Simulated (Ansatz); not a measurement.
The reference is ZnSe in the zinc blende structure (space group F-43m, No. 216; a = 5.568 Å). Axes: x, y, z lie along the cube axes.

The values are results of LDA (Ansatz, a quantum-chemistry and plane-wave program, PAW, no SOC), not measurements.

Base values:

| Item | Result |
|---|---|
| Valence-band top at Γ | 0.00, 0.00, 0.00 eV |
| Valley order | Γ 1.25 eV; L along ⟨111⟩ 2.45 eV; X along ⟨100⟩ 2.69 eV |
| Electron mass | 0.090 mₑ (at Γ) |
| Pressure | 0.00 GPa |

One thing is altered: tensile biaxial strain of 0.83 % in the plane normal to [111], as in epitaxy on a mismatched substrate; the out-of-plane cell vector and the atoms relax.

Q: How does this affect the ratio −ε⊥/ε∥, valence-band top at Γ, valley order, electron mass and pressure?

A: The ratio −ε⊥/ε∥ amounts to 0.66; the valence-band top at Γ (three highest levels, from the VBM) changes from 0.00, 0.00, 0.00 eV to 0.00, -0.08, -0.08 eV; the valley order (the lowest conduction-band minima on the path, energy above the VBM, named in the base's zone) goes from Γ 1.25 eV; L along ⟨111⟩ 2.45 eV; X along ⟨100⟩ 2.69 eV to Γ 1.15 eV; L along [111] 2.27 eV; L along [1-1-1] 2.41 eV; the electron mass goes from 0.090 mₑ (at Γ) to 0.088 mₑ (at Γ); the pressure (mean of the normal stresses, compression positive) goes from zero to -0.78 GPa.

The levels and masses belong to the bands next to the band gap. Effective masses come from finite differences of ±0.01 Å⁻¹. No phonon test of stability was made.
